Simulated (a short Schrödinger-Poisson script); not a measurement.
Structure: MOS inversion layer, SiO2 on p-type Si(100), at 400 K.

| layer | material | thickness (nm) | Na (cm⁻³) |
|---|---|---|---|
| 1 | SiO2 | 2.9 | - |
| 2 | Si | 430 | 1e18 |

Constants are typed, rounded textbook-type inputs, not results; the design itself was drawn at random and stands for no fabricated device. SiO2: permittivity 3.9, conduction-band edge (eV) 3.15, gap (eV) 9, electron mass (mₑ) 0.5. Si: permittivity 11.7, conduction-band edge (eV) 0, gap (eV) 1.124, Nv at 300 K (cm⁻³) 3.1e19.

Channel valleys (confinement mass, in-plane density-of-states mass, number): Δ2 0.916, 0.19, 2; Δ4 0.19, 0.417, 4. At the gate the conduction-band edge of layer 1 lies 3.59 eV − eVg above the Fermi level of the channel; the field vanishes at the back. Gaps are held at their typed values at every temperature. Mesh 0.03 nm at interfaces.

From a short Schrödinger-Poisson script (our own, NumPy): 1D Poisson equation in equilibrium, electrons quantum, Hartree (BenDaniel-Duke, 12 states a valley, the channel's in-plane mass for all, wave functions ending at the dielectric), parabolic valleys, classical holes, full ionisation, no traps, pinning or gate leakage.

At Vg = 2.4 V the centroid of the electrons lies 1.40 nm from the interface.

Estimate the gate capacitance as the dielectric in series with that distance, and compare.

The dielectric alone has 1.19 μF/cm²; in series with 1.40 nm of the channel's permittivity, 1.03 μF/cm²; the run gives 1.04 μF/cm². The estimate leaves out the density-of-states capacitance and the centroid's move with voltage.
